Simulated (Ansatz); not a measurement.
Ir: biaxial strain −2.08 %, plane normal [111], relaxed out of plane

Take Ir in the fcc (Cu type) structure (space group Fm-3m, No. 225; a = 3.831 Å; relaxed with 0.1 eV smearing) as the base. Axes: x, y, z lie along the cube axes.

The change: biaxial strain −2.08 %, plane normal [111], relaxed out of plane (Cartesian); in-plane vectors clamped, the third vector and the atoms free.

Method: Ansatz (a program for electronic structure), PBEsol, PAW, cutoff 420 eV, no SOC. Γ-centred 29×29×29 mesh, Fermi–Dirac width 0.1 eV.

The volume per atom decreases by 0.43 Å³ to 13.63 Å³ and the space group goes from Fm-3m (No. 225) to R-3m (No. 166). The shortest interatomic distance falls by 0.056 Å, from 2.709 Å to 2.653 Å and the energy goes up by 35 meV/atom. The pressure (mean of the normal stresses, compression positive) goes from zero to 13.6 GPa and the band gap stays zero. The out-of-plane strain comes out as +1.09 % and the ratio −ε⊥/ε∥ is 0.53.

Final structure (turned so that z lies along the plane normal):

```
Ir
1.0
    2.65265     0.00000     0.00000
    1.32632     2.29726     0.00000
    1.32632    -0.76575     2.23610
Ir
1
Direct
  0.00000   0.00000   0.00000
```

No phonon test of stability was made. All final runs are without spin polarisation.
